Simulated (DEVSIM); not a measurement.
Device: Ti/Al2O3/p-Ge capacitor, at 450 K.

Layer 1 from the left is Al2O3, thickness (nm) 8.50. Layer 2 from the left is Ge, thickness (nm) 2800, Na (cm⁻³) 4.6e16.

Metal gate on the left, work function 4.33 eV. Fixed charge at the semiconductor interface -6.8e11 cm⁻² (in units of +e); no interface traps.

Constants are typed, rounded textbook-type inputs, not results; the design itself was drawn at random and stands for no fabricated device. Values at 300 K; Nc and Nv go as T^1.5, mobilities as T to minus their exponent, the gap by Varshni's rule with the affinity fixed.

Al2O3: gap (eV) 6.8, affinity (eV) 1.35, permittivity 9. Ge: gap (eV) 0.664, affinity (eV) 4, permittivity 16, Nc (cm⁻³) 1.04e19, Nv (cm⁻³) 6e18, Varshni α (eV/K) 0.000477, Varshni β (K) 235.

**Question.** Estimate by hand the flat-band voltage, the threshold voltage, and compare with a numerical solution.

**Answer.** 
- Flat-band voltage: C = 0.938 μF/cm², work-function difference -0.061 V; VFB = φms − qNf/C = 0.05 V; numerical 0.05 V.
- Threshold voltage: φF = 0.079 V, depletion charge √(4εqNφF) = 5.75e-8 C/cm²; VT = VFB + 2φF + Qd/C = 0.27 V; numerical 0.27 V.

DEVSIM, 1D Poisson equation in equilibrium, Boltzmann statistics, complete ionisation; no quantum confinement or tunnelling. Metal contacts follow the ideal Schottky-Mott rule: no Fermi-level pinning, no interface dipoles.
